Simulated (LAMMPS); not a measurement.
An MD run on a melt of Cu (fcc) with 75 % of Cu sites Pt, 2048 atoms, cooled from 2620 K to 300 K at 1e+12 K/s, at zero pressure.

Computed with classical MD, pair style eam, the elements' _u3.eam files (universal-3 set of Foiles, Baskes and Daw) (LAMMPS).

```tsv
frequency (THz)	vibrational (phonon) density of states (1/THz), total	vibrational (phonon) density of states (1/THz), Cu	vibrational (phonon) density of states (1/THz), Pt
0.04350	0.0096	0.0011	0.0085
0.2170	0.0193	0.0021	0.0172
0.3905	0.0388	0.0041	0.0348
0.5645	0.0636	0.0065	0.0571
0.7375	0.0892	0.0089	0.0803
0.9115	0.1140	0.0110	0.1031
1.085	0.1389	0.0129	0.1259
1.259	0.1632	0.0150	0.1482
1.433	0.1845	0.0168	0.1676
1.606	0.2014	0.0183	0.1831
1.780	0.2165	0.0195	0.1970
1.954	0.2331	0.0209	0.2122
2.127	0.2495	0.0226	0.2268
2.300	0.2593	0.0244	0.2349
2.474	0.2580	0.0257	0.2323
2.647	0.2484	0.0264	0.2220
2.822	0.2367	0.0265	0.2102
2.994	0.2276	0.0262	0.2014
3.168	0.2221	0.0259	0.1963
3.342	0.2194	0.0261	0.1933
3.516	0.2165	0.0270	0.1895
3.689	0.2086	0.0290	0.1797
3.862	0.1920	0.0323	0.1597
4.037	0.1669	0.0376	0.1294
4.210	0.1396	0.0444	0.0952
4.383	0.1170	0.0518	0.0651
4.558	0.1029	0.0586	0.0443
4.731	0.0969	0.0644	0.0325
4.905	0.0965	0.0700	0.0265
5.079	0.0989	0.0756	0.0232
5.252	0.1017	0.0806	0.0210
5.425	0.1032	0.0840	0.0192
5.599	0.1026	0.0850	0.0176
5.772	0.0995	0.0832	0.0162
5.947	0.0935	0.0788	0.0147
6.120	0.0847	0.0719	0.0128
6.293	0.0737	0.0632	0.0105
6.467	0.0622	0.0541	0.0082
6.641	0.0514	0.0452	0.0062
6.814	0.0415	0.0368	0.0047
6.987	0.0322	0.0287	0.0034
7.162	0.0235	0.0211	0.0024
7.335	0.0161	0.0145	0.0016
7.508	0.0106	0.0096	0.0011
7.683	0.0074	0.0066	0.0008
7.856	0.0057	0.0051	0.0006
8.030	0.0047	0.0042	0.0005
8.204	0.0036	0.0032	0.0004
8.377	0.0027	0.0023	0.0003
8.550	0.0020	0.0017	0.0003
```

Main features:
- state found: glass
- mean frequency of the vibrational (phonon) density of states: 3.3 THz
